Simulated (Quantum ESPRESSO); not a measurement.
A self-consistent single point of HgTe (I-4m2, 2 atoms in the cell) with Quantum ESPRESSO.

Computed with PBEsol, GBRV 1.5 ultrasoft (PBESOL) pseudopotentials (plane waves; Quantum ESPRESSO).

The change in words: lattice scaled by 0.985. Reference geometry:
```
CELL_PARAMETERS angstrom
      3.04561    -3.04561     1.55941
      3.04561     3.04561     1.55941
     -3.04561    -3.04561     1.55941
ATOMIC_POSITIONS crystal
  Hg 0.50000 0.75000 0.25000
  Te 0.00000 0.00000 0.00000
```

Reference input (self-consistent single point, DFT, PBEsol, plane waves, GBRV 1.5 ultrasoft (PBESOL) pseudopotentials): ecutwfc = 40 Ry; ecutrho = 200 Ry; occupations = smearing; smearing = gaussian; degauss = 0.019992 Ry; potentials = {Hg: hg_pbesol_v1.uspp.F.UPF, Te: te_pbesol_v1.uspp.F.UPF}; K_POINTS = automatic 10 10 10 0 0 0; conv_thr = 1e-09 Ry; mixing_beta = 0.5. This run's input differs from it in these lines:

```diff
@@ -10,4 +10,4 @@
   ibrav = 7
-  celldm(1) = 11.5107186676
-  celldm(3) = 0.512019779321
+  celldm(1) = 11.3380581710
+  celldm(3) = 0.512019816522
   nat = 2
@@ -28,3 +28,3 @@
 ATOMIC_POSITIONS {alat}
-Hg    0.0000000000    0.5000000000    0.1280049448
+Hg    0.0000000000    0.5000000000    0.1280049541
 Te    0.0000000000    0.0000000000    0.0000000000
```

Output (repeated stretches shortened):

```
     Self-consistent Calculation

     iteration #  1     ecut=    40.00 Ry     beta= 0.50

     Threshold (ethr) on eigenvalues was too large:
     Diagonalizing with lowered threshold

     total energy              =    -133.94300941 Ry
     estimated scf accuracy    <       0.04460486 Ry

     iteration #  2     ecut=    40.00 Ry     beta= 0.50

     total energy              =    -133.95537385 Ry
     estimated scf accuracy    <       0.01910730 Ry

     iteration #  3     ecut=    40.00 Ry     beta= 0.50

     total energy              =    -133.95864174 Ry
     estimated scf accuracy    <       0.00062424 Ry

   [... 5 blocks of this kind left out ...]

     iteration #  9     ecut=    40.00 Ry     beta= 0.50

     total energy              =    -133.95875453 Ry
     estimated scf accuracy    <          1.7E-09 Ry

     iteration # 10     ecut=    40.00 Ry     beta= 0.50
     End of self-consistent calculation

     Number of k-points >= 100: set verbosity='high' to print the bands.

     the Fermi energy is     8.4663 ev

!    total energy              =    -133.95875453 Ry
     estimated scf accuracy    <          1.7E-11 Ry
     smearing contrib. (-TS)   =      -0.00289082 Ry
     internal energy E=F+TS    =    -133.95586371 Ry

     convergence has been achieved in  10 iterations

     Forces acting on atoms (cartesian axes, Ry/au):

     atom    1 type  1   force =     0.00000000    0.00000000   -0.00000000
     atom    2 type  2   force =    -0.00000000    0.00000000    0.00000000

     Total force =     0.000000     Total SCF correction =     0.000000

          total   stress  (Ry/bohr**3)                   (kbar)     P=      -14.42
  -0.00020651  -0.00000000  -0.00000000          -30.38       -0.00       -0.00
  -0.00000000  -0.00020651   0.00000000           -0.00      -30.38        0.00
  -0.00000000   0.00000000   0.00011893           -0.00        0.00       17.50

   JOB DONE.
```

The run converged in 10 iterations. Against the reference run the free energy drops by 19.3 meV/atom and the pressure goes from -3.31 to -1.44 GPa.

The starting cell comes from a database of computed structures (which also holds hypothetical and non-ambient phases and stackings), without a prior relaxation at this level. For this run, on top of that: lattice scaled by 0.985. The run gives no clean gap (levels at the Fermi energy touch, overlap or are partly filled at this smearing), which alone does not show that the compound is a metal.
